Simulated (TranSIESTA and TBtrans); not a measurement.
**Sn chain with one Ni atom in place of Sn**

Junction: Sn chain with one Ni atom in place of Sn. Leads: straight Sn chain, spacing 2.915 Å. Geometry: 3 atoms about the centre moved by SIESTA (PBE, DZP) to a largest force of 0.04 eV/Å, all others as built, motion along the axis alone. Transport runs along z; the first 4 and the last 4 of the 15 atoms are the lead cells, repeated to infinity.

```xyz
15
Lattice="9.000 0.000 0.000 0.000 9.000 0.000 0.000 0.000 43.010" Properties=species:S:1:pos:R:3 pbc="F F T"
Sn     4.500     4.500     0.000
Sn     4.500     4.500     2.915
Sn     4.500     4.500     5.830
Sn     4.500     4.500     8.745
Sn     4.500     4.500    11.660
Sn     4.500     4.500    14.575
Sn     4.500     4.500    17.538
Ni     4.500     4.500    20.050
Sn     4.500     4.500    22.561
Sn     4.500     4.500    25.520
Sn     4.500     4.500    28.435
Sn     4.500     4.500    31.350
Sn     4.500     4.500    34.265
Sn     4.500     4.500    37.180
Sn     4.500     4.500    40.095
```
Starting moments (μB): atom 8 +1.2.

Method: TranSIESTA and TBtrans, LDA, DZP numerical orbitals (energy shift 0.15 eV), PseudoDojo norm-conserving scalar-relativistic potentials, mesh cutoff 200 Ry, 300 K, spin-polarised (collinear), no spin-orbit coupling; self-consistent non-equilibrium Green functions.

| Property | Result |
|---|---|
| Conductance at 300 K (G0 = 2e²/h) | 2.26 |
| Thermopower (μV/K) | -2.5 |
| Mean T from −0.5 to 0.5 eV | 2.01 |
| Spin polarisation of the conductance, (up − down)/(up + down) | -0.12 |

Energies count from the leads' Fermi level. Transmissions are for each spin. The energy step is 0.01 eV; narrower resonances are cut or missed.

| E (eV) | T up | T down | lead channels up | down |
|---|---|---|---|---|
| -1.95 | 0.98 | 0.94 | 1 | 1 |
| -1.80 | 0.96 | 0.91 | 1 | 1 |
| -1.65 | 0.95 | 0.89 | 1 | 1 |
| -1.50 | 0.95 | 0.87 | 1 | 1 |
| -1.35 | 0.96 | 0.87 | 1 | 1 |
| -1.20 | 0.99 | 0.86 | 1 | 1 |
| -1.05 | 0.94 | 0.87 | 1 | 1 |
| -0.90 | 0.00016 | 0.90 | 1 | 1 |
| -0.75 | 0.39 | 0.96 | 1 | 1 |
| -0.60 | 0.59 | 0.70 | 3 | 3 |
| -0.45 | 1.07 | 1.05 | 3 | 3 |
| -0.30 | 1.49 | 1.85 | 3 | 3 |
| -0.15 | 1.80 | 2.35 | 3 | 3 |
| 0.00 | 1.99 | 2.53 | 3 | 3 |
| 0.15 | 2.09 | 2.56 | 3 | 3 |
| 0.30 | 2.12 | 2.51 | 3 | 3 |
| 0.45 | 2.11 | 2.40 | 3 | 3 |
| 0.60 | 2.06 | 2.26 | 3 | 3 |
| 0.75 | 2.00 | 2.12 | 3 | 3 |
| 0.90 | 1.93 | 2.00 | 3 | 3 |
| 1.05 | 1.85 | 1.90 | 3 | 3 |
| 1.20 | 1.77 | 1.82 | 3 | 3 |
| 1.35 | 1.69 | 1.74 | 3 | 3 |
| 1.50 | 1.60 | 1.65 | 3 | 3 |
| 1.65 | 1.51 | 1.56 | 3 | 3 |
| 1.80 | 1.41 | 1.45 | 3 | 3 |
| 1.95 | 1.30 | 1.33 | 3 | 3 |

Moments were seeded on the central atoms alone, and one start was tried. The straight chain is held at its spacing; free chains may zigzag or dimerise.
